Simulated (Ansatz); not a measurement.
Base system: CuI in the zinc blende structure (space group F-43m, No. 216; a = 6.023 Å). Axes: x, y, z lie along the cube axes.

All numbers come from r2SCAN, PAW, 500 eV (Ansatz, a program for electronic structure; no spin-orbit coupling).

For the base:

The gap character comes out as direct at Γ and the valence-band top at Γ is 0.00, 0.00, 0.00 eV.

It is then changed as follows: uniaxial strain ε_zz = +1.00 %, all other strain components held at zero; the atoms relax in the strained cell.

**Question.** What happens to the gap character and valence-band top at Γ?

**Answer.** The gap character stays direct at Γ; the valence-band top at Γ (three highest levels, from the VBM) goes from 0.00, 0.00, 0.00 eV to 0.00, 0.00, -0.02 eV.

With I present, leaving out spin-orbit coupling can change the band edges. Stability against distortions was not tested. The final runs are not spin-polarised. k-point labels follow each cell's own Brillouin zone.
